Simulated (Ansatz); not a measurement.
Consider CsCaH3 in the cubic perovskite structure (space group Pm-3m, No. 221; a = 4.541 Å; a cell from a computed database, its experimental status unchecked). Axes: x, y, z lie along the cube axes.

The change: compressive biaxial strain of 1.07 % in the plane normal to [111], as in epitaxy on a mismatched substrate; the out-of-plane cell vector and the atoms relax.

Levels (all Ansatz, a program for electronic structure, PAW): PBEsol (420 eV, scalar-relativistic without spin-orbit coupling); r2SCAN (500 eV, no spin-orbit coupling).

The geometry is relaxed with PBEsol.

| Quantity | Result |
|---|---|
| PBEsol band gap | 2.83 eV |
| PBEsol width of the top valence band | 0.86 eV |
| PBEsol pressure | 0.43 GPa |

Problem. How does going to r2SCAN change the band gap, width of the top valence band and pressure?

Solution. The band gap rises by 0.72 eV, from 2.83 eV to 3.55 eV; the width of the top valence band falls by 0.03 eV, from 0.86 eV to 0.83 eV; the pressure rises by 1.16 GPa (0.43 GPa → 1.59 GPa).

Single points use the geometry relaxed with PBEsol. Their cutoffs differ, which shifts pressures a little. Stability against distortions was not tested. Many cubic perovskites are stable only at high temperature; tilts and polar distortions were not tested.
